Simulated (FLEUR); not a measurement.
A self-consistent single point of AlRu (Pm-3m, 2 atoms in the cell) with FLEUR.

Level of theory: FLEUR with PBE, all-electron FLAPW (FLEUR), scalar-relativistic valence.

The change in words: lattice scaled by 0.98. Reference geometry:
```
AlRu
1.0
    2.98250     0.00000     0.00000
    0.00000     2.98250     0.00000
    0.00000     0.00000     2.98250
Al Ru
1 1
Cartesian
  0.00000   0.00000   0.00000
  1.49125   1.49125   1.49125
```

Reference input (self-consistent single point, DFT, PBE, all-electron FLAPW (FLEUR), scalar-relativistic valence): Kmax = 4.5 1/bohr; GmaxXC = 18 1/bohr; xcFunctional = pbe; jspins = 1; l_soc = F; mode = gauss; fermiSmearingEnergy = 0.00183747 Htr; mesh (inpgen div1-3) = 11 11 11; inpgen gamma flag = false; Gmax = 18 1/bohr; numbands = 0; maxIterBroyd = 99. This run's input differs from it in these lines:

```diff
@@ -3,5 +3,5 @@
 &input film=f /
-2.9825000000 0.0000000000 0.0000000000
-0.0000000000 2.9825000000 0.0000000000
-0.0000000000 0.0000000000 2.9825000000
+2.9228500000 0.0000000000 0.0000000000
+0.0000000000 2.9228500000 0.0000000000
+0.0000000000 0.0000000000 2.9228500000
 1.8897261246
@@ -43,5 +43,5 @@
          <bravaisMatrix>
-            <row-1>    5.6361081666194996     0.0000000000000000     0.0000000000000000</row-1>
-            <row-2>    0.0000000000000000     5.6361081666194996     0.0000000000000000</row-2>
-            <row-3>    0.0000000000000000     0.0000000000000000     5.6361081666194996</row-3>
+            <row-1>    5.5233860032871096     0.0000000000000000     0.0000000000000000</row-1>
+            <row-2>    0.0000000000000000     5.5233860032871096     0.0000000000000000</row-2>
+            <row-3>    0.0000000000000000     0.0000000000000000     5.5233860032871096</row-3>
          </bravaisMatrix>
```

Log, with long lists cut:

```
 Iteration:     1   Distance:      16.23988530 me/bohr^3
 Iteration:     2   Distance:      13.75709219 me/bohr^3
 Iteration:     3   Distance:       5.74965149 me/bohr^3
 Iteration:     4   Distance:       2.39938681 me/bohr^3
 Iteration:     5   Distance:       1.11678758 me/bohr^3
   [... 6 lines left out ...]
 Iteration:    12   Distance:       0.00032041 me/bohr^3
 Iteration:    13   Distance:       0.00002264 me/bohr^3
 Iteration:    14   Distance:       0.00001940 me/bohr^3
 Iteration:    15   Distance:       0.00000094 me/bohr^3
 Run finished successfully
 Stop message:
   Structural relaxation: Done

[file out, last iteration]
             iter=     16
[...]
          total density-effective poten   -7.7803157912E+03
          total charge density-energy d   -1.5266675653E+02
 Updated energy parameters for spin:           1
[...]
 fermi energy and band-weighting factors:

[...]
FERMIE:
          first approx. to ef    (T=0)  :   0.490625 htr   (energy of the highest occ. eigenvalue)
          number of occ. states  (T=0)  :        470
          first approx. to seigv (T=0)  :  -2.119373 htr
          sum of weights of occ. states :   8.509391
          sum of semicore charge        :   0.000000 e
          fermi energy=   0.49107 har   work function= -13.36268 ev
          number of valence electrons=  17.00000
     band-weighting factor for spin=    1
   [... lines left out ...]
          total moment                 =     0.00000
 Direct bandgap for spin            1 :    4.1958764098932733E-003  Htr
 ---->    free energy=                     -4774.7229416932 htr
   [... lines left out ...]
      extrapolation for T->0
 ---->    total electron energy=           -4774.7229416932 htr
 ***** TOTAL FORCES ON ATOMS *****
 TOTAL FORCE FOR ATOM TYPE=  1  X=  0.000   Y=  0.000   Z=  0.000
                       FX_TOT= 0.000000 FY_TOT= 0.000000 FZ_TOT= 0.000000
 TOTAL FORCE FOR ATOM TYPE=  2  X=  2.762   Y=  2.762   Z=  2.762
                       FX_TOT= 0.000000 FY_TOT= 0.000000 FZ_TOT= 0.000000
 Structural relaxation: Done
```

The run converged in 15 iterations. FLEUR gives forces in its relaxation mode, with a further iteration, so its stop message speaks of a relaxation. Against the reference run the total energy goes up by 60.7 meV/atom.

The starting cell comes from a database of computed structures (which also holds hypothetical and non-ambient phases and stackings), without a prior relaxation at this level. For this run, on top of that: lattice scaled by 0.98. Spin polarisation is off. Values depend on the basis (sphere radii, cutoffs, local orbitals), which need not be converged. The log's line on a gap gives a spacing of levels on this mesh, which the program prints for metals too.

Cost on one core of a shared machine: roughly 60 s.
